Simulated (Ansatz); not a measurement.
Data:

```
CELL_PARAMETERS angstrom
      3.28402     0.00000     0.00000
     -1.64201     2.84404     0.00000
      0.00000     0.00000     5.10611
ATOMIC_POSITIONS crystal
  Ga 0.33333 0.66667 0.99549
  Ga 0.66667 0.33333 0.49549
  N  0.33333 0.66667 0.37951
  N  0.66667 0.33333 0.87951
```

Computed with r2SCAN with spin-orbit coupling, rigid bands (plane waves, PAW; Ansatz, a program for electronic structure). Condition of this run: biaxial stress in the c plane of -12 GPa (compression positive) (the target of the relaxation). How the cell was made: cell and atoms relaxed with PBEsol, then loaded as said.

### Question
What conductivity effective mass do dilute holes have at 300 K?

### Answer
1.80 (x), 1.80 (y), 0.31 (z) mₑ.

### Question
What conductivity effective mass do dilute electrons have at 300 K?

### Answer
0.173 mₑ.

### Question
And the band gap?

### Answer
1.93 eV at this level; semilocal functionals usually fall short of the measured gap.

Rigid bands, one relaxation time for all states, no polarons. Geometry: cell and atoms relaxed with PBEsol.
